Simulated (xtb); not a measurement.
xtb 6.7.1, GFN1-xTB: Sn(OH)(SiMe3)3 (C[Si](C)(C)[Sn]([OH])([Si](C)(C)C)[Si](C)(C)C), 42 atoms. The geometry is a generated start, not checked to be a minimum at this level.

```yaml
method: GFN1-xTB
"--acc": 1 (default)
"--etemp (K)": 300 (default)
detailed input (--input): "none: ANC optimiser, Lindh (1995) Hessian, microcycle=20, maxdispl=1.0, hlow=0.01 (default)"
basis_functions: 136
valence_electrons: 86
```

The structure is relaxed from this start with --opt LEVEL for the levels crude, sloppy, loose, lax, normal, tight, vtight, extreme, once each. Up to the end of the extreme run atoms move by at most 2.1 Å along an axis.

Which level is enough to come within 1 meV of the tightest end point?

vtight: 264 cycles against 300, ending 0.29 meV above.

```csv
level,cycles,energy above the extreme run (meV),gradient norm (eV/Å)
crude,6,1300,0.27
sloppy,12,1300,0.036
loose,13,1300,0.080
lax,13,1300,0.080
normal,93,12,0.039
tight,105,12,0.024
vtight,264,0.29,0.0096
extreme,300,—,0.0042
```
